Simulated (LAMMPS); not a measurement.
LAMMPS 22 Jul 2025, classical MD, EDIP (Si.edip): Si, 5832 atoms.

- task: MD, nve
- potential: EDIP, Si.edip
- copies of the repeat unit: 9×9×9
- shape (slab and sphere leave vacuum in the box): bulk
- steps: 2000
- timestep: 1 fs
- thermo: 50
- newton: on (default)
- atom_modify sort (bins of 2 Å where set): 1000 (default)
- comm_style: brick (default)
- box: 48.9 × 48.9 × 48.9 Å
- start: generated diamond lattice, warmed in an untimed run

All runs start from one configuration, warmed at this fixed volume for 1000 steps under a thermostat at 1200 K. The run at a skin of 2 Å has a mean temperature of 1210 K and a mean pressure of 0.4 GPa.

Single runs; times are not shown.

With neigh_modify every 1 delay 0 check yes, skins of 0.1, 0.3, 0.5, 1, 1.5, 2, 3 Å were run. Further schedules:
- skin 1 Å, every 10 delay 0 check yes
- skin 1 Å, every 100 delay 0 check no
- skin 2 Å, every 1 delay 10 check yes
- skin 0.3 Å, every 1 delay 10 check yes
- skin 2 Å, every 10 delay 0 check yes
- skin 0.3 Å, every 10 delay 0 check yes
- skin 0.3 Å, every 100 delay 0 check no

A schedule rebuilds too seldom if it shows a dangerous build, rebuilds less often than the check at every step does at that skin, or fails.

**Question.** Which schedules can miss pairs here, and how do rebuilds depend on the skin?

**Answer.** With the check at every step the rebuilds are 985 at 0.1 Å, 334 at 0.3 Å, 204 at 0.5 Å, 97 at 1 Å, 53 at 1.5 Å, 26 at 2 Å, 0 at 3 Å. Too seldom: skin 1 Å, every 10 delay 0 check yes; skin 1 Å, every 100 delay 0 check no; skin 0.3 Å, every 1 delay 10 check yes; skin 0.3 Å, every 10 delay 0 check yes; skin 0.3 Å, every 100 delay 0 check no.

| setting | rebuilds | dangerous builds | list entries an atom | change of the total energy (meV/atom) |
|---|---|---|---|---|
| skin 0.1 Å, every 1 delay 0 check yes | 985 | — | 4.00 | −0.0029 |
| skin 0.3 Å, every 1 delay 0 check yes | 334 | — | 4.05 | −0.0029 |
| skin 0.5 Å, every 1 delay 0 check yes | 204 | — | 4.90 | −0.0029 |
| skin 1 Å, every 1 delay 0 check yes | 97 | — | 15.7 | −0.0029 |
| skin 1.5 Å, every 1 delay 0 check yes | 53 | — | 24.8 | −0.0029 |
| skin 2 Å, every 1 delay 0 check yes | 26 | — | 28.3 | −0.0029 |
| skin 3 Å, every 1 delay 0 check yes | 0 | — | 44.6 | −0.0029 |
| skin 1 Å, every 10 delay 0 check yes | 81 | 0 | 15.7 | −0.0029 |
| skin 1 Å, every 100 delay 0 check no | 20 | not counted | 15.7 | −0.0022 |
| skin 2 Å, every 1 delay 10 check yes | 26 | 0 | 28.3 | −0.0029 |
| skin 0.3 Å, every 1 delay 10 check yes | 200 | 200 | 4.05 | −0.0029 |
| skin 2 Å, every 10 delay 0 check yes | 25 | 0 | 28.3 | −0.0029 |
| skin 0.3 Å, every 10 delay 0 check yes | 200 | 200 | 4.05 | −0.0029 |
| skin 0.3 Å, every 100 delay 0 check no | 20 | not counted | 4.05 | −0.0028 |

Where the energy changes as in the checked runs, the late rebuilds cost nothing that shows in this run. List entries are as LAMMPS prints them (Ave neighs/atom).
